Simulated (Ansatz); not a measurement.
## In2Ge2O7, pressure series

Consider In$_{2}$Ge$_{2}$O$_{7}$ (space group C2/m, No. 12; a = 6.654 Å, b = 8.868 Å, c = 4.960 Å, α = γ = 90.00°, β = 102.09°).

Cell and atoms are relaxed at each pressure.

All numbers come from plane-wave PAW DFT at the PBEsol level (Ansatz, an electronic-structure program, 420 eV), no SOC.

```json
[
 {"pressure (GPa)": "-2", "volume per atom (Å³/atom)": "13.204"},
 {"pressure (GPa)": "0", "volume per atom (Å³/atom)": "13.010"},
 {"pressure (GPa)": "0.7", "volume per atom (Å³/atom)": "12.945"},
 {"pressure (GPa)": "1.5", "volume per atom (Å³/atom)": "12.871"},
 {"pressure (GPa)": "3", "volume per atom (Å³/atom)": "12.735"},
 {"pressure (GPa)": "5", "volume per atom (Å³/atom)": "?"},
 {"pressure (GPa)": "7.5", "volume per atom (Å³/atom)": "12.345"},
 {"pressure (GPa)": "10", "volume per atom (Å³/atom)": "12.132"}
]
```

Q: Fit the third-order Birch–Murnaghan form P(V) = (3B₀/2)[(V₀/V)^(7/3) − (V₀/V)^(5/3)]·[1 + (3/4)(B₀′ − 4)((V₀/V)^(2/3) − 1)] (squares taken in P) to the rows shown and predict the withheld row.

A: Least squares on the printed values gives V₀ = 13.011 Å³/atom, B₀ = 138 GPa, B₀′ = 1.2; this predicts 12.558 Å³/atom, and the run gives 12.559 Å³/atom, in agreement.

Load acts through the strain it causes; cell and atoms are relaxed under it. No phonon test of stability was made. No other phases were tried under pressure.
